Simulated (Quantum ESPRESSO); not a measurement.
## Equation of state of fluorite-structure CdF2 (space group 225): energy against volume (Quantum ESPRESSO, PBE)

```
CELL_PARAMETERS angstrom
      0.00000     2.64708     2.64708
      2.64708     0.00000     2.64708
      2.64708     2.64708     0.00000
ATOMIC_POSITIONS crystal
  Cd 0.00000 0.00000 0.00000
  F  0.25000 0.25000 0.25000
  F  0.75000 0.75000 0.75000
```

Level of theory: PBE, PSlibrary PAW (PBE) pseudopotentials (plane waves; Quantum ESPRESSO). Settings: ecutwfc = 72 Ry; ecutrho = 864 Ry; occupations = smearing; smearing = fd; degauss = 0.000734986 Ry; potentials = {Cd: Cd.pbe-n-kjpaw_psl.1.0.0.UPF, F: F.pbe-n-kjpaw_psl.1.0.0.UPF}; K_POINTS = automatic 10 10 10 0 0 0; conv_thr = 1e-10 Ry; mixing_beta = 0.5. The cell above is the first row's. The rows scale it uniformly. In all rows fractional positions and the k mesh are held. E is the free energy at the stated smearing, counted from the lowest row.

```
V (Å^3/atom)  E (meV/atom)
------------  ------------
12.365               53.99
12.634               34.14
12.903               19.34
13.172                9.04
13.441                2.74
13.710                0.00
13.978                0.44
14.247                3.74
14.516                   ?
```

The 8 complete rows are fitted with the third-order Birch-Murnaghan form, a cubic in V^(-2/3), E against V. With u = V^(-2/3) - 0.178, the rows have u = 0.009012, 0.006348, 0.003777, 0.001294, -0.001106, -0.003428, -0.005666, -0.007843. Least squares gives E = 5.196 + 2566.98·u + 309318·u² + 733763·u³. Residuals (row less fit): 0.002, -0.004, -0.004, 0.003, 0.006, -0.002, -0.008, 0.004; standard error 0.006 (degrees of freedom: 4). Its minimum lies at u = -0.004213, so V0 = (0.173787)^(-3/2) = 13.80. There d²E/du² = 600100 and d³E/du³ = 4403000, so B0 = (4/9) × 13.80^(-7/3) × 600100 × 0.160218 = 93.5 GPa (the last factor turns the table's units into GPa), and B0' = 4 + (2/3) × 0.173787 × (4403000)/600100 = 4.8. The program's pressures in the fitted runs (not shown) pass through zero at V = 13.77, 0.27 % from this V0.

**Question.** What does the fit predict for E at V = 14.516, and how far is the calculated value from it?

**Answer.** u = -0.009951, so E = 5.196 + 2566.98 × (-0.009951) + 309318 × (-0.009951)² + 733763 × (-0.009951)³ = 9.558 meV/atom. The calculation gives 9.56 meV/atom, which the fit meets to the printed digits. The row lies outside the fitted rows, so this is an extrapolation. From the scatter of the fitted rows alone, a prediction at this place has a standard error of 0.015 meV/atom, so the miss is 0.1 times that.

Carrying the step between the two nearest rows on in a straight line would have given 7.04, off by 2.52; series whose last step already gives the withheld value aren't shown. The scan was laid around a cell of about the measured size, scaled by a guess for this functional. The runs keep the symmetry of the cell, so they don't test it for distortions. Cutoffs and mesh are single choices, not tested for convergence of this quantity. Series with a scatter that would blur these digits, or in which a gap closes, are not shown. Nor are scans whose minimum lies at an end fitted in this form.
